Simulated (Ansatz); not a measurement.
HfGe (model structure, started from the CsCl type, Pm-3m, No. 221, 2 atoms in the cell)

Calculation: PBE (Ansatz, a program for electronic structure, PAW).

Numerical settings: plane-wave cutoff 500 eV, 12×12×12 k mesh, Fermi–Dirac smearing 0.05 eV, scalar-relativistic PAW data made under PBE.

Cell (relaxed at this level):

```
CELL_PARAMETERS angstrom
      3.35248     0.00000     0.00000
      0.00000     3.35248     0.00000
      0.00000     0.00000     3.35248
ATOMIC_POSITIONS crystal
  Hf 0.00000 0.00000 0.00000
  Ge 0.50000 0.50000 0.50000
```

```json
{
 "band_gap": "none"
}
```

Note: the relaxation could raise the start's symmetry but not lower it, so the cell can be a saddle point.

Spin–orbit coupling is not included.

The computed numbers hold no vibrational or temperature effects.

The result took roughly 40 core-seconds.

A model structure was made by putting elements into a prototype or built by hand; it is no filed structure, need not be a known phase, and can be a saddle point held by its symmetry.
